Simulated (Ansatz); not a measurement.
**LiNbO3: biaxial strain +1.50 %, plane normal [001], relaxed out of plane**

Base system: LiNbO3 (space group R3c, No. 161).

```yaml
crystal:
  lattice:
    - [2.59494, 1.49819, 4.67151]
    - [-2.59494, 1.49819, 4.67151]
    - [0.00000, -2.99637, 4.67151]
  atoms:
    - { symbol: Li, position: [0.28074, 0.28074, 0.28074] }
    - { symbol: Li, position: [0.78074, 0.78074, 0.78074] }
    - { symbol: Nb, position: [0.99950, 0.99950, 0.99950] }
    - { symbol: Nb, position: [0.49950, 0.49950, 0.49950] }
    - { symbol: O, position: [0.10960, 0.35709, 0.72016] }
    - { symbol: O, position: [0.72016, 0.10960, 0.35709] }
    - { symbol: O, position: [0.35709, 0.72016, 0.10960] }
    - { symbol: O, position: [0.22016, 0.85709, 0.60960] }
    - { symbol: O, position: [0.85709, 0.60960, 0.22016] }
    - { symbol: O, position: [0.60960, 0.22016, 0.85709] }
```

Cartesian axes are those of the cell as printed.

The change: tensile biaxial strain of 1.50 % in the plane normal to [001], as in epitaxy on a mismatched substrate; the out-of-plane cell vector and the atoms relax.

Computed with PBE in Ansatz (plane waves to 420 eV, PAW, without spin-orbit coupling). Settings: 8×8×8 k-points, 0.05 eV Fermi–Dirac smearing.

| quantity | base | changed | shift |
|---|---|---|---|
| space group | R3c (No. 161) | R3c (No. 161) | – |
| shortest interatomic distance | 1.884 Å | 1.887 Å | +0.0025 Å |
| energy relative to the base (free energy F) | 0 meV/atom | +3.0 meV/atom | +3.0 meV/atom |
| pressure (mean of the normal stresses, compression positive) | 0.01 GPa | -1.94 GPa | -1.943 GPa |
| band gap (an upper bound: an edge found on the path is not a true extremum; the changed cell) | 3.54 eV | 3.52 eV | -0.02 eV |
| out-of-plane strain | – | -0.77 % | – |
| ratio −ε⊥/ε∥ | – | 0.51 | – |

Cost of the whole job for the changed cell (relaxation, final SCF and bands): around 2.0 core-minutes (rough).

Whether these cells are dynamically stable was not tested.

Ansatz is a program for electronic structure.
